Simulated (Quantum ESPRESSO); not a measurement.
A working Quantum ESPRESSO input for Cs2KPrBr6 (Fm-3m, 10 atoms in the cell) (DFT, PBEsol, plane waves, SSSP 1.1.2 efficiency (PBE) pseudopotentials):

```fortran
&control
   calculation = 'scf',
   prefix = 'cs2kprbr6',
   outdir = './work',
   pseudo_dir = './',
   tprnfor = .true.,
   tstress = .true.,
/
&system
   ibrav = 0,
   nat = 10,
   ntyp = 4,
   ecutwfc = 50,
   ecutrho = 400,
   occupations = 'smearing',
   smearing = 'gauss',
   degauss = 0.00147,
   nspin = 2,
   starting_magnetization(3) = 0.154,
   input_dft = 'pbesol',
/
&electrons
   conv_thr = 1.0d-10,
   mixing_beta = 0.4,
/
ATOMIC_SPECIES
K     39.0983  K.pbe-spn-kjpaw_psl.1.0.0.UPF
Cs   132.9055  Cs_pbe_v1.uspp.F.UPF
Pr   140.9077  Pr.GGA-PBE-paw-v1.0.UPF
Br    79.9040  br_pbe_v1.4.uspp.F.UPF
CELL_PARAMETERS angstrom
   0.000000000     6.002841000     6.002841000
   6.002841000     0.000000000     6.002841000
   6.002841000     6.002841000     0.000000000
ATOMIC_POSITIONS angstrom
K     6.002841000    6.002841000    6.002841000
Cs    9.004261500    9.004261500    9.004261500
Cs    3.001420500    3.001420500    3.001420500
Pr    0.000000000    0.000000000    0.000000000
Br    2.868637657    6.002841000    6.002841000
Br    9.137044343    6.002841000    6.002841000
Br    6.002841000    2.868637657    6.002841000
Br    6.002841000    9.137044343    6.002841000
Br    6.002841000    6.002841000    2.868637657
Br    6.002841000    6.002841000    9.137044343
K_POINTS automatic
2 2 2  1 1 1
```

The run converged in 14 iterations: free energy E − TS -13865.5738 eV; pressure -0.66 GPa; largest force (vector length) 0.077 eV/Å; size of the cell's spin moment 2.00 μB; site moments (μB, in the program's spheres or projections) K 0.00, Cs 0.00, Cs 0.00, Pr 2.00, Br -0.01, Br -0.01, Br -0.01, Br -0.01, Br -0.01, Br -0.01. Each of these slips is then made, one at a time:

(1)
```diff
-   degauss = 0.00147,
+   degauss = 0.2,
```

(2)
```diff
-ATOMIC_POSITIONS angstrom
+ATOMIC_POSITIONS crystal
-Cs    9.004261500    9.004261500    9.004261500
-Cs    3.001420500    3.001420500    3.001420500
+Cs    9.004261000    9.004261000    9.004261000
+Cs    3.001420000    3.001420000    3.001420000
-Br    2.868637657    6.002841000    6.002841000
-Br    9.137044343    6.002841000    6.002841000
-Br    6.002841000    2.868637657    6.002841000
-Br    6.002841000    9.137044343    6.002841000
-Br    6.002841000    6.002841000    2.868637657
-Br    6.002841000    6.002841000    9.137044343
+Br    2.868638000    6.002841000    6.002841000
+Br    9.137044000    6.002841000    6.002841000
+Br    6.002841000    2.868638000    6.002841000
+Br    6.002841000    9.137044000    6.002841000
+Br    6.002841000    6.002841000    2.868638000
+Br    6.002841000    6.002841000    9.137044000
```

(3)
```diff
+   noncolin = .true.,
```

Problem. Predict the outcome of each change.

Solution. 
(1) A smearing width that is far too large. The run converged in 31 iterations without an error; against the sound input the free energy falls by 681 meV/atom, the pressure goes from -0.66 to 0.41 GPa, the largest force goes from 0.077 to 0.319 eV/Å and the size of the net moment goes from 0.20 to 0.00 μB/atom. The full log also holds: “c_bands:  1 eigenvalues not converged”.

(2) Fractional and Cartesian coordinates mixed up. The program stopped before any SCF iteration.
```
Error in routine cdiaghg (91):
S matrix not positive definite
```

(3) Collinear and non-collinear spin switched on together. The program stopped before any SCF iteration.
```
Error in routine iosys (1):
noncolin .and. nspin==2 are conflicting flags
```

The starting cell comes from a database of computed structures (which also holds hypothetical and non-ambient phases and stackings), without a prior relaxation at this level. Its lattice was rescaled by a random factor within 2.5 % of one. Spin-orbit coupling is off. With one magnetic atom in the cell only a parallel order is possible. With U or open f shells several self-consistent states can exist. The f electrons are in the valence without U or exact exchange, which can misplace them near the Fermi level. Spin-orbit terms, which matter for f shells, are left out.

Left out of this page: 4 runs of the series outside the window shown, repeating another row's setting, or not comparable.
